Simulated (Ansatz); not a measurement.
Consider WSe2 (space group Fm-3m, No. 225; a = 6.262 Å; ferromagnetic; a hypothetical phase, not in the database extracts checked).

Level of theory: r2SCAN, PAW, 500 eV (Ansatz, a quantum-chemistry and plane-wave program; no spin-orbit coupling).

Base values:

```
Quantity                     Value
-------------------  -------------
Largest site moment        1.43 μB
Volume per atom           20.46 Å³
Magnetic state       ferromagnetic
```

Perturbation: a hydrostatic pressure of 9 GPa.

### Question
Predict the new largest site moment.

### Answer
The largest site moment drops by 0.13 μB, from 1.43 μB to 1.30 μB.

### Question
How does this affect the volume per atom?

### Answer
The volume per atom decreases by 1.325 Å³ (20.46 Å³ → 19.14 Å³).

### Question
Estimate the effect on the magnetic state.

### Answer
The magnetic state stays ferromagnetic.

Other magnetic orders, which the real material may have, were not ruled out. Load acts through the strain it causes; cell and atoms are relaxed under it. No phonon test of stability was made. No other phases were tried under pressure.
